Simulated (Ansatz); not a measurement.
Consider ZnS in the wurtzite structure (space group P6_3mc, No. 186; a = 3.738 Å, c = 6.143 Å). Axes: x lies along a and z along c of the hexagonal cell.

Computed with LDA (Ansatz, a quantum-chemistry and plane-wave program; PAW; 420 eV plane waves; without spin-orbit coupling).

The change: uniaxial strain ε_xx = +3.00 %, all other strain components held at zero, atoms relaxed at fixed cell.

Task: Predict the stress tensor and what it implies for the stiffness.

Result: Stress of the strained cell less that of the base (GPa, compression positive):
```
  -3.88    0.00    0.00
   0.00   -1.81    0.00
   0.00    0.00   -1.41
```

Then −Δσ_ii/ε with ε = 0.0300 gives secant stiffness values (nonlinear terms included at this strain): C11 ≈ 129 GPa, C12 ≈ 60 GPa and C13 ≈ 47 GPa.

As a check, the harmonic strain energy −½ V₀ Δσ:ε is 6.8 meV/atom; the computed energy rise is 6.9 meV/atom.

Stability against distortions was not tested.
